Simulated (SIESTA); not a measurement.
Checking a run of SIESTA on AgPbO₃ (R-3, 10 atoms in the cell). The aim is a self-consistent single point with DFT, GGA PBEsol, numerical atomic orbitals DZP, PseudoDojo PBEsol standard norm-conserving potentials (rewritten from UPF to PSML).

Cell that was meant: a = 6.0635 Å, b = 6.0635 Å, c = 6.0635 Å, α = 56.91°, β = 56.91°, γ = 56.91°.

Part of the input:

```
OccupationFunction           MP
OccupationMPOrder            0
ElectronicTemperature        136.0 meV
NetCharge                    1.0
Spin                         polarized
%block DM.InitSpin
  1 +1.00
```

Log, with long lists cut:

```
reinit: Reading from file input.fdf

reinit: System Name: AgPbO3
reinit: System Label: AgPbO3

NOTE on units for spin output:
   [... lines left out ...]
outcell: Cell angles (23,13,12) (deg):     56.9144     56.9144     56.9144
outcell: Cell volume (Ang**3)        :    146.4187
new_DM -- step:     1
Initializing Density Matrix...

Attempting to read DM from file... Failed...
DM filled with atomic data (user-defined):
Note: For starting DM, Qtot, Tr[D*S] =        101.00000000        102.00000000

InitMesh: MESH = 64 x 64 x 64 = 262144
InitMesh: Mesh cutoff (required, used) =   400.000   441.585 Ry

stepf: Methfessel-Paxton step function
       Using Hermite-Gauss polynomials of order  0
        iscf     Eharris(eV)        E_KS(eV)     FreeEng(eV)     dDmax    Ef(eV) dHmax(eV)
   scf:    1   -14615.775384   -14798.401352   -14798.499156  0.677090 -3.449765 39.447780
     spin moment: {S} , |S| = {        0.0        0.0    0.96219 }     0.96219
   scf:    2   -13324.321891   -14425.289591   -14425.336282  2.278857  0.155242 86.730383
     spin moment: {S} , |S| = {        0.0        0.0    0.06109 }     0.06109
   scf:    3   -15122.587890   -14873.144880   -14873.312398  2.002623 -5.274835 22.211705
   [... lines left out ...]
     spin moment: {S} , |S| = {        0.0        0.0    0.00670 }     0.00670
   scf:   23   -14898.599970   -14898.599959   -14898.700461  0.000260 -5.478651  0.001015
     spin moment: {S} , |S| = {        0.0        0.0   -0.00197 }    -0.00197
   scf:   24   -14898.599980   -14898.599970   -14898.700461  0.000023 -5.478712  0.001052
     spin moment: {S} , |S| = {        0.0        0.0   -0.00204 }    -0.00204
   scf:   25   -14898.599978   -14898.599974   -14898.700461  0.000081 -5.478694  0.000337
     spin moment: {S} , |S| = {        0.0        0.0    0.00099 }     0.00099
SCF Convergence by DM+H criterion
max |DM_out - DM_in|         :     0.0000806199
max |H_out - H_in|      (eV) :     0.0003365337
SCF cycle converged after 25 iterations

Using DM_out to compute the final energy and forces

siesta: E_KS(eV) =           -14898.6000

siesta: E_KS - E_eggbox =    -14898.6000

siesta: Atomic forces (eV/Ang):
     1   -0.000000    0.000001   -0.295121
     2    0.000000   -0.000001    0.295119
     3   -0.000000   -0.000001    0.118310
     4    0.000000    0.000001   -0.118309
     5    0.525515   -0.026520   -0.451967
     6   -0.525514    0.026516    0.451967
     7   -0.239791    0.468369   -0.451967
     8    0.239794   -0.468366    0.451967
     9   -0.285724   -0.441850   -0.451967
    10    0.285721    0.441851    0.451968
   [... lines left out ...]
siesta: FreeEng =    -14898.700461
siesta: Cell volume =        146.418688 Ang**3
siesta:         -90.68110979        -87.04986069  kBar
   [... lines left out ...]
     4     0.836881   13.163119    0.000125  Pb
     5    -0.291537    6.291537    0.000057  O
     6    -0.291537    6.291537    0.000057  O
     7    -0.291537    6.291537    0.000057  O
     8    -0.291537    6.291537    0.000057  O
     9    -0.291537    6.291537    0.000057  O
    10    -0.291537    6.291537    0.000057  O
 Total     1.000000                0.000994
```

Task: Is anything amiss in this input, and did it matter?

Result: The run is not sound. The fault is an unintended net charge. A charged periodic cell changes the electron count and is neutralised by a uniform background, so energy, forces and pressure belong to another system. To fix it, remove the charge. The run converged in 25 iterations without an error; against the sound input the pressure goes from -5.66 to -9.07 GPa, the largest force goes from 0.292 to 0.694 eV/Å and the size of the net moment goes from 0.19 to 0.00 μB/atom. The full log also holds: “madelung: WARNING: Charged system, but not an atom or molecule.” and “madelung: WARNING: Energy correction terms can not be applied.”.

An input that runs soundly differs in these lines (not the only fix; some lines may just follow from the change or write a value another way):
```diff
-NetCharge                    1.0
```

With that input, the run converged in 23 iterations: free energy E − TS -14904.0225 eV; Fermi level (on the code's own zero) -5.08 eV; pressure -5.66 GPa; largest force (vector length) 0.292 eV/Å; size of the cell's spin moment 1.91 μB (DFT, GGA PBEsol, numerical atomic orbitals DZP, PseudoDojo PBEsol standard norm-conserving potentials (rewritten from UPF to PSML)).

On the sound input: the starting cell comes from a database of computed structures (which also holds hypothetical and non-ambient phases and stackings), without a prior relaxation at this level. The magnetic order is the one reached from the typed start; others were not searched systematically. Values carry the incompleteness of an atom-centred basis. With a pressure of about -6 GPa the cell is away from its equilibrium volume at this level. The run gives no clean gap (levels at the Fermi energy touch, overlap or are partly filled at this smearing), which alone does not show that the compound is a metal.
